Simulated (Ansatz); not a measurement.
The starting structures come from a database of crystals and need not be the phases stable at ambient conditions.

Consider the following.

```xyz
14
Lattice="4.8091 -0.0129 0.0530 0.5676 8.8907 -0.0131 -0.6087 -1.0403 4.4699" Properties=species:S:1:pos:R:3 pbc="T T T"
H      2.3840     3.9187     2.2549
P      2.4046    -0.0065     0.0265
Pb     4.8747     5.7480     1.5297
Pb    -0.1067     2.0895     2.9800
F      1.5314     7.8276     3.0793
F      3.2366     0.0099     1.4305
F      3.6413     7.1413     3.7499
F      1.1267     0.6962     0.7599
F      2.3890     7.3988     0.3782
F      2.3790     0.4387     4.1316
F      2.4008     4.9572     1.7652
F      2.3672     2.8803     2.7445
F     -0.0718     4.3838     3.5209
F      4.8398     3.4537     0.9889
```

Space group of this cell: P-1. The cell was relaxed by PBE-D3(BJ); by PBEsol its mean pressure is -2.1 GPa.

Transport runs along the normal of the first two printed cell vectors.

The gap is the functional's own, uncorrected, and κ follows it; spin-orbit coupling is left out. Mid-gap values are interpolated between the computed energies.

Task: Estimate the band gap and the smallest decay constant κ at mid-gap that PBEsol run with Ansatz (an electronic-structure program) returns for this system.

Result: Gap 5.44 eV on a 6×4×8 mesh; κ = 0.432 1/Å, at the zone centre.
